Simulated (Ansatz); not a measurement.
The parent structure is TiO2 in the anatase structure (space group I4_1/amd, No. 141).

```
CELL_PARAMETERS angstrom
     -1.88489     1.88489     4.77584
      1.88489    -1.88489     4.77584
      1.88489     1.88489    -4.77584
ATOMIC_POSITIONS crystal
  Ti 0.75000 0.25000 0.50000
  Ti 0.00000 0.00000 0.00000
  O  0.54247 0.04247 0.50000
  O  0.79247 0.79247 0.00000
  O  0.20753 0.20753 0.00000
  O  0.95753 0.45753 0.50000
```

Cartesian axes are those of the cell as printed.

Calculations: Ansatz (an electronic-structure program) PBEsol, no spin-orbit coupling.

Strains are applied to the cell and any free atomic positions relax; under biaxial strain the out-of-plane vector relaxes too.

One change was made to it. Results:

```tsv
quantity	base	after
shortest interatomic distance	192.8 pm	191.3 pm
width of the top valence band	0.84 eV	0.81 eV
energy relative to the base (free energy F)	0 meV/atom	+2.8 meV/atom
band gap	2.11 eV	2.24 eV
```

**Question.** Which change produced these results?
A. biaxial strain −0.60 %, plane normal [001], relaxed out of plane
B. biaxial strain −1.20 %, plane normal [001], relaxed out of plane
C. biaxial strain −2.40 %, plane normal [001], relaxed out of plane

**Answer.** B, biaxial strain −1.20 %, plane normal [001], relaxed out of plane. For comparison, the band gap in the other runs: biaxial strain −2.40 %, plane normal [001], relaxed out of plane gives 2.39 eV; biaxial strain −0.60 %, plane normal [001], relaxed out of plane gives 2.17 eV.

No phonon test of stability was made. The final runs are not spin-polarised.
